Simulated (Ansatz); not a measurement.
System: 1T (CdI2-type) PtTe2. Method: PBE (Ansatz, a first-principles code, PAW).

Settings: plane-wave cutoff 520 eV, 18×18×12 k mesh (along the axes of the cell as run), Fermi–Dirac smearing 0.05 eV, scalar-relativistic PAW data made under PBE.

Energies at three volumes about the minimum:

```tsv
V (Å³/atom)	E − E_lowest (meV/atom)
25.450	1.23
25.970	0.00
26.489	0.93
```

Q: Fit a parabola by hand: where is the minimum, and what is the bulk modulus?

A: Slopes: (0.00 − 1.23)/(25.970 − 25.450) = -2.365 and (0.93 − 0.00)/(26.489 − 25.970) = 1.792 meV/Å³. Curvature E″ = 2 × (1.792 − (-2.365))/(26.489 − 25.450) = 8.002 meV/Å⁶. From the middle of the first interval, the slope vanishes at V0 = 25.7100 − (-2.365)/8.002 = 26.006 Å³/atom. B = V0 E″ = 26.006 × 8.002 meV/Å³ × 0.1602 GPa per meV/Å³ = 33.3 GPa. The full Birch–Murnaghan fit to all volumes gives V0 = 25.976 Å³/atom and B0 = 33.0 GPa.

Shape and atoms are relaxed at each volume.

Note: the cell comes from a level without a dispersion term, which matters for the spacing of layers, chains or molecules.
